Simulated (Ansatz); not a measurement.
Take Y in the hcp (Mg type) structure (space group P6_3/mmc, No. 194; relaxed with 0.1 eV smearing) as the base.

```
Y
1.0
    3.59431     0.00000     0.00000
   -1.79716     3.11277     0.00000
    0.00000     0.00000     5.60992
Y
2
Direct
  0.66667   0.33333   0.75000
  0.33333   0.66667   0.25000
```

Cartesian axes are those of the cell as printed.

Level of theory: PBEsol, PAW, 420 eV (Ansatz, an electronic-structure program; spin-orbit coupling left out).

It is then changed as follows: uniaxial strain ε_xx = +1.00 %, all other strain components held at zero; the atoms relax in the strained cell.

Task: Predict the stress tensor and what it implies for the stiffness.

Result: Stress of the strained cell less that of the base (GPa, compression positive):
```
   -0.7     0.0     0.0
    0.0    -0.3     0.0
    0.0     0.0    -0.2
```

Then −Δσ_ii/ε with ε = 0.0100 gives relaxed-ion elastic constants: C11 ≈ 75 GPa and C12 ≈ 26 GPa.

Whether these cells are dynamically stable was not tested. The final runs are not spin-polarised.
